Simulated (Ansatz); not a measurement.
# Fermi-surface data of RuAl (Pm-3m)

Data:

```yaml
crystal:
  lattice:
    - [3.00402, 0.00000, 0.00000]
    - [0.00000, 3.00402, 0.00000]
    - [0.00000, 0.00000, 3.00402]
  atoms:
    - { symbol: Al, position: [0.00000, 0.00000, 0.00000] }
    - { symbol: Ru, position: [0.50000, 0.50000, 0.50000] }
```

Calculation: PBE, rigid bands (plane waves, PAW, scalar-relativistic; Ansatz, an electronic-structure program). Condition of this run: functional PBE, cell relaxed with it. How the cell was made: cell and atoms relaxed with PBE.

```json
{
 "density of states at the Fermi level": "1.67 states/(eV·cell), both spins",
 "bare Sommerfeld coefficient": "1.96 mJ/(mol of atoms·K²)",
 "drude_plasma_energy": "7.7 eV",
 "root-mean-square Fermi velocity": "6.1e5 m/s",
 "resistivity times τ": "8.3 ×10⁻²² Ω·m·s"
}
```

A metal at this level (no band gap); rigid bands, thermally averaged at 300 K, both spins. Spin-orbit coupling is left out. τ is one relaxation time for all states.
